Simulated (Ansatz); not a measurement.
Take GaSb in the zinc blende structure (space group F-43m, No. 216; a = 6.134 Å) as the base.

One thing is altered: In takes the place of Ga on all its sites, then cell and atoms are relaxed.

Levels (all Ansatz, a quantum-chemistry and plane-wave program, PAW, earlier PAW set): r2SCAN (500 eV, without spin-orbit coupling); HSE06 (420 eV, scalar-relativistic without spin-orbit coupling).

The geometry is relaxed with r2SCAN.

| Property | Result |
|---|---|
| r2SCAN band gap | zero |

With HSE06 at the same geometry, the band gap becomes 0.25 eV (r2SCAN: zero).

Single points use the geometry relaxed with r2SCAN. HSE06 was sampled on its mesh, a few special points and the semilocal edge points, so its gap is an upper bound. With Sb present, leaving out spin-orbit coupling can change the band edges. Stability against distortions was not tested. The final runs are not spin-polarised. Gaps under 0.05 eV, about the width of the smearing, are given as zero. The zero or small gap of InSb can change with the level of theory.
